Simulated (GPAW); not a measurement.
GPAW run on CuPt7 (Fm-3m, 8 atoms in the cell): self-consistent single point.

Method: PBEsol, GPAW PAW datasets PBEsol (made by gpaw-setup) (plane waves; GPAW 25.7.0).

The change in words: lattice scaled by 0.98. Reference geometry:
```yaml
crystal:
  lattice:
    - [0.00000, 3.99859, 3.99859]
    - [3.99859, 0.00000, 3.99859]
    - [3.99859, 3.99859, 0.00000]
  atoms:
    - { symbol: Cu, position: [0.50000, 0.50000, 0.50000] }
    - { symbol: Pt, position: [0.00000, 0.00000, 0.00000] }
    - { symbol: Pt, position: [0.00000, 0.50000, 0.00000] }
    - { symbol: Pt, position: [0.50000, 0.00000, 0.00000] }
    - { symbol: Pt, position: [0.50000, 0.00000, 0.50000] }
    - { symbol: Pt, position: [0.00000, 0.50000, 0.50000] }
    - { symbol: Pt, position: [0.00000, 0.00000, 0.50000] }
    - { symbol: Pt, position: [0.50000, 0.50000, 0.00000] }
```

Reference input (self-consistent single point, DFT PBEsol, plane waves, GPAW PAW datasets PBEsol (made by gpaw-setup)): mode = pw; ecut = 800 eV; xc = PBEsol; kpts = 7 7 7; mesh shift (steps) = 0 0 0; occupations.name = methfessel-paxton; occupations.width = 0.1 eV; occupations.order = 0; nbands = -14; convergence.density = 1e-05 e/electron; convergence.energy = 1e-05 eV/electron; symmetry.symmorphic = false. This run's input differs from it in these lines:

```diff
@@ -5,5 +5,5 @@
 atoms = Atoms(['Cu', 'Pt', 'Pt', 'Pt', 'Pt', 'Pt', 'Pt', 'Pt'],
-              cell=[[0.000000, 3.998591, 3.998591],
-                    [3.998591, 0.000000, 3.998591],
-                    [3.998591, 3.998591, 0.000000]],
+              cell=[[0.000000, 3.918619, 3.918619],
+                    [3.918619, 0.000000, 3.918619],
+                    [3.918619, 3.918619, 0.000000]],
               scaled_positions=[[0.500000, 0.500000, 0.500000],
```

Output, abridged:

```
     iter     time        total  log10-change:
                         energy   eigst   dens
iter:   1 --:--:--   -59.979643
iter:   2 --:--:--   -59.202700   -1.26  -1.40
iter:   3 --:--:--   -56.247628   -1.02  -1.43
iter:   4 --:--:--   -56.089428   -2.76  -1.97
iter:   5 --:--:--   -55.974806   -2.35  -2.04
   [... 3 lines left out ...]
iter:   9 --:--:--   -55.914445   -3.82  -2.66
iter:  10 --:--:--   -55.917584   -3.75  -2.81
iter:  11 --:--:--   -55.914789   -4.11  -3.10
iter:  12 --:--:--   -55.914655   -4.55  -3.34
iter:  13 --:--:--   -55.914225c  -5.55  -3.42
iter:  14 --:--:--   -55.914021c  -5.45  -3.56
iter:  15 --:--:--   -55.914068c  -5.36  -3.63
iter:  16 --:--:--   -55.914163c  -5.80  -3.81
iter:  17 --:--:--   -55.914064c  -5.94  -4.20
iter:  18 --:--:--   -55.914025c  -6.25  -4.36
iter:  19 --:--:--   -55.914015c  -7.15  -4.39
iter:  20 --:--:--   -55.914026c  -6.55  -4.47
iter:  21 --:--:--   -55.914026c  -7.95c -5.22c
Converged after 21 iterations.

Dipole moment: (0.000000, 0.000000, 0.000000) |e|*Ang

Energy contributions relative to reference atoms: (reference = -3546633.617498)

Kinetic:        -88.950541
Potential:      +69.680837
External:        +0.000000
XC:             -32.753855
Entropy (-ST):   -0.047897
Local:           -3.866518
SIC:             +0.000000
--------------------------
Free energy:    -55.937975
Extrapolated:   -55.914026

Showing only first 2 kpts
 Kpt  Band  Eigenvalues  Occupancy
  0    59     11.19538    0.00838
  0    60     11.31330    0.00002
  0    61     11.31330    0.00002
  0    62     11.31330    0.00002

  1    59     11.11388    0.13786
  1    60     11.11388    0.13786
  1    61     11.63339    0.00000
  1    62     11.65705    0.00000

Fermi level: 11.00896

No gap
   [... lines left out ...]
  2 Pt    0.00000    0.00000   -0.00000
  3 Pt   -0.00000    0.00000   -0.00000
  4 Pt   -0.00000    0.00000    0.00000
  5 Pt   -0.00000    0.00000   -0.00000
  6 Pt   -0.00000    0.00000    0.00000
  7 Pt   -0.00000    0.00000    0.00000

Stress tensor:
     0.045621     0.000000     0.000000
     0.000000     0.045621     0.000000
     0.000000     0.000000     0.045621
Stress (GPa, Voigt): [7.3094 7.3094 7.3094 0.     0.     0.    ]
```

The run converged in 21 iterations. GPAW prints stress with tension positive. Against the reference run the free energy falls by 79.4 meV/atom and the pressure goes from -19.11 to -7.31 GPa.

The starting cell comes from a database of computed structures (which also holds hypothetical and non-ambient phases and stackings), without a prior relaxation at this level. Its lattice was rescaled by a random factor within 2.5 % of one. For this run, on top of that: lattice scaled by 0.98. Spin polarisation is off. With a pressure of about -7 GPa the cell is away from its equilibrium volume at this level.

Cost on one core of a shared machine: roughly 6 min.
